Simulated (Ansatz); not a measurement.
Structures of equal composition on the (0001) surface of hcp Ti: a pseudomorphic layer of Hf in the host's stacking; a pseudomorphic layer of Hf in the other hollow. The slabs share one bottom face, and each structure is named by its start. These are constructed structures in small cells; real faces may alloy, dewet or reconstruct in larger ones, and not all known structures of the face are among them. Slabs of about 12 Å with all that they carry, Fermi-Dirac smearing of 0.1 eV. Bottom of the slabs: a bare face, its two planes held. Relaxed from the named starts with such symmetry as they have, on meshes of like density; energies extrapolated to zero smearing; no spin-orbit coupling, no U. Spin-polarised runs, if any, are marked in brackets, and their order is one that fits the cell; the others ran without spin.

Level of theory: PBE (plane waves to 420 eV, PAW; Ansatz, a quantum-chemistry and plane-wave program).

Question: Rank these by energy per 1x1 cell (lowest first), as PBE gives it.

Answer: a pseudomorphic layer of Hf in the host's stacking (0.000 eV), a pseudomorphic layer of Hf in the other hollow (0.054 eV)
